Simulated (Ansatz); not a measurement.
LaRu₂ (Fd-3m, No. 227) was calculated with r²SCAN (Ansatz, a quantum-chemistry and plane-wave program, PAW).

Run with plane-wave cutoff 560 eV, 12×12×12 k mesh, Fermi–Dirac smearing 0.05 eV, no spin polarisation, scalar-relativistic PAW data made under PBE.

Computed at the level's own relaxed cell.

Q: Predict the lattice constant a and bulk modulus B0.

A: 
* **lattice constant a**: 7.675 Å
* **bulk modulus B0**: 152 GPa

The run finds no gap.

Note: the relaxation could not lower the start's symmetry, so the cell can be a saddle point above a distorted one; the bulk modulus is −V dP/dV from two relaxed cells at ±2 % in volume.

Spin–orbit coupling is not included.

The computed numbers hold no vibrational or temperature effects.
